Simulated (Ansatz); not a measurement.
# Pressure series in Cd

Start from Cd in the hcp (Mg type) structure (space group P6_3/mmc, No. 194; a = 3.0161 Å, c = 5.8191 Å).

Cell and atoms are relaxed at each pressure.

All numbers come from Ansatz (a quantum-chemistry and plane-wave program), PBE, PAW, cutoff 420 eV, spin-orbit coupling left out.

Candidates:
(a) pressure 2.1 GPa
(b) pressure −2 GPa
(c) pressure −1 GPa
(d) pressure 15 GPa
(e) pressure 30 GPa

For the base:

* **c/a ratio**: 1.929

Q: Order them by c/a ratio, lowest first.

A: (e) pressure 30 GPa (1.660), (d) pressure 15 GPa (1.714), (a) pressure 2.1 GPa (1.836), (c) pressure −1 GPa (1.960), (b) pressure −2 GPa (1.997)

Load acts through the strain it causes; cell and atoms are relaxed under it. No phonon test of stability was made. Competing high-pressure phases were not computed.
